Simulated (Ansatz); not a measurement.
**NiSi2, element substitutions**

Take NiSi$_{2}$ (space group Fm-3m, No. 225; a = 5.3899 Å; non-magnetic) as the base.

Each row replaces one element on all its sites; cell and atoms are relaxed.

The values are results of PBEsol (Ansatz, a quantum-chemistry and plane-wave program), no SOC, not measurements.

Candidates:
(a) Si → C
(b) Ni → Cd
(c) Ni → Be
(d) Ni → Co

Before the change:

The volume per atom comes out as 13.05 Å³.

Q: Order them by volume per atom, lowest first.

A: (a) Si → C (8.02 Å³), (d) Ni → Co (12.49 Å³), (c) Ni → Be (13.12 Å³), (b) Ni → Cd (20.45 Å³)

Whether these cells are dynamically stable was not tested. As relaxed here, NiC2, CdSi2 and BeSi2 are hypothetical phases, not in the database extracts checked. Seeded moments were not kept for Si → C, the base and Ni → Co. All final runs are without spin polarisation. An odd electron count without spin: CoSi2.
